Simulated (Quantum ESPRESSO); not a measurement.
# Pressure against volume in fcc Pb (space group 225) (Quantum ESPRESSO, PBEsol)

```yaml
crystal:
  lattice:
    - [0.00000, 2.40314, 2.40314]
    - [2.40314, 0.00000, 2.40314]
    - [2.40314, 2.40314, 0.00000]
  atoms:
    - { symbol: Pb, position: [0.00000, 0.00000, 0.00000] }
```

Method of the run: PBEsol, GBRV 1.5 ultrasoft (PBESOL) pseudopotentials (plane waves; Quantum ESPRESSO 7.5). Settings: ecutwfc = 52 Ry; ecutrho = 260 Ry; occupations = smearing; smearing = fermi-dirac; degauss = 0.0036749 Ry; potentials = {Pb: pb_pbesol_v1.uspp.F.UPF}; K_POINTS = automatic 21 21 21 0 0 0; conv_thr = 1e-10 Ry; mixing_beta = 0.4. The cell above is the first row's. The rows scale it uniformly. In all rows the k mesh is held.

| V (Å^3/atom) | P (GPa) |
|---|---|
| 27.757 | ? |
| 28.360 | 2.94 |
| 28.963 | 1.70 |
| 29.567 | 0.60 |
| 30.170 | -0.38 |
| 30.774 | -1.26 |
| 31.377 | -2.04 |
| 31.980 | -2.73 |
| 32.584 | -3.34 |

Question: Fit P against V with a cubic, and predict the withheld value at V = 27.757.

Answer: With u = V - 30.5, the rows have u = -2.1400, -1.5370, -0.9330, -0.3300, 0.2740, 0.8770, 1.4800, 2.0840. Least squares gives P = -0.876 - 1.4432·u + 0.14137·u² - 0.00794·u³. Residuals (row less fit): 0.002, -0.005, 0.000, 0.004, 0.001, -0.002, -0.002, 0.002; standard error 0.004 (degrees of freedom: 4). The fitted pressure is zero at V0 = 29.93, where dP/dV = -1.613, so B0 = -V0·dP/dV = 48.3 GPa. At the withheld row, u = -2.7430, so P = -0.876 - 1.4432 × (-2.7430) + 0.14137 × (-2.7430)² - 0.00794 × (-2.7430)³ = 4.310 GPa. The calculation gives 4.34 GPa, 0.030 GPa above the prediction (0.4 % of the range of P in the table). The row lies outside the fitted rows, so this is an extrapolation. From the scatter of the fitted rows alone, a prediction at this place has a standard error of 0.010 GPa, so the miss is 3.0 times that.

Carrying the step between the two nearest rows on in a straight line would have given 4.18, off by 0.16; series whose last step already gives the withheld value aren't shown. The scan was laid around a cell of about the measured size, scaled by a guess for this functional. Spin-orbit coupling is off. Cutoffs and mesh are single choices, not tested for convergence of this quantity. Series with a scatter that would blur these digits, or in which a gap closes, are not shown.
